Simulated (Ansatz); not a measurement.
# Electron-phonon data for Be₂Ta (Fd-3m)

Input:

```xyz
6
Lattice="0.0000 3.2357 3.2357 3.2357 0.0000 3.2357 3.2357 3.2357 0.0000" Properties=species:S:1:pos:R:3 pbc="T T T"
Ta     4.8536     4.8536     4.8536
Ta     3.2357     3.2357     3.2357
Be     2.4268     0.8089     2.4268
Be     0.8089     0.8089     0.8089
Be     0.8089     2.4268     2.4268
Be     2.4268     2.4268     0.8089
```

Method: PBEsol, DFPT electron-phonon coupling, linearised Boltzmann equation (plane waves, PAW, scalar-relativistic; Ansatz, a program for electronic structure). Geometry: relaxed with this functional, without spin-orbit coupling.

| Item | Value |
|---|---|
| resistivity at 300 K | 39 μΩ·cm |
| resistivity at 77 K | 4.3 μΩ·cm |
| electron mean free path at 300 K (weighted by the current that each state carries) | 4.7 nm |
| electron-phonon coupling λ | 0.33 |
| transport coupling λ_tr | 0.38 |
| logarithmic mean phonon energy | 23 meV |
| density of states at the Fermi level | 1.33 states/(eV·spin·cell) |
| Drude plasma energy | 3.2 eV |
| Hall coefficient at 300 K | -26 ×10⁻¹¹ m³/C |

A metal at this level (no band gap). Only scattering by harmonic phonons is included (no impurities, grain boundaries, electron-electron scattering or thermal expansion). Spin-orbit coupling is left out, which matters with elements this heavy. Halving the electron mesh (24x24x24) moves the resistivity by up to 6 % at 300 K, the mean free path by up to 7 %, the coupling by up to 1 %. Smearing 0.20 eV; phonons on a 4x4x4 q mesh, which this run doesn't test and which matters most at low temperature.

Computed structure with no diffraction record at hand here (it may be known, metastable or hypothetical): Be2Ta (Fd-3m).
